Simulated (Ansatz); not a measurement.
Functionals compared on a constructed model of the (100) surface of fcc Pd, a pseudomorphic layer of Zn in the host's stacking (bottom of the slab: a bare face, its two planes held), in Ansatz (plane waves, PAW). The structure was relaxed with PBE; the other rows are single points on it. Cutoff 420 eV (500 eV for r2SCAN).

Slab: 7 atoms, 11.7 Å thick at the start; k 13x13x1, smearing 0.1 eV, dipole-corrected; 2 atoms held, the rest relaxed; symmetry of the start imposed; no spin, no spin-orbit, no U. It is one candidate, not shown to be the stable structure of the face. These notes are the PBE run's.

```csv
functional,work function of the top face (eV),rough cost of the single point
PBE,3.79,–
RPBE,3.64,very roughly 40 core-seconds
r2SCAN,3.84,about 100 core-seconds (a rough figure)
```

Ansatz is a first-principles code.
